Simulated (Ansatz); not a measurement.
The starting structures come from a database of crystals and need not be the phases stable at ambient conditions.

 Where the default PAW files enter, the runs use the earlier of Ansatz's two default sets.

## Evanescent states of Sr2ZnMoO6 (Fm-3m, not sure to be the ambient phase, 10 atoms a cell, 13.0 Å³ an atom, -7 GPa at this level) along the normal of (001)

Computed with r2SCAN (plane waves, PAW; Ansatz, a quantum-chemistry and plane-wave program).

The gap is the functional's own. No spin-orbit coupling. Mid-gap values are interpolated on the energy grid.

Energies count from the valence-band top; κ is the least over a 6×6 mesh across the current.

```
E (eV)  κ (1/Å)  where
------  -------  -----
0.06      0.076  off Γ
0.18      0.129  off Γ
0.30      0.164  off Γ
0.42      0.192  off Γ
0.54      0.215  off Γ
0.66      0.234  off Γ
0.78      0.252  off Γ
0.90      0.267  off Γ
1.02      0.281  off Γ
1.14      0.293  off Γ
1.26      0.303  off Γ
1.38      0.312  off Γ
1.50      0.319  off Γ
1.62      0.325  off Γ
1.74      0.329  off Γ
1.86      0.329  off Γ
1.98      0.327  off Γ
2.10      0.264  off Γ
2.22      0.178  off Γ
```

Task: How thick must the barrier be to attenuate the transmission by 10^6 when the electrodes' Fermi level lies at 1.38 eV, and what attenuation does that film give at 0.66 eV?

Result: d = 6 ln 10 / (2 × 0.312) = 22.1 Å. At 0.66 eV it gives 6 × 0.234/0.312 = 4.5 decades.
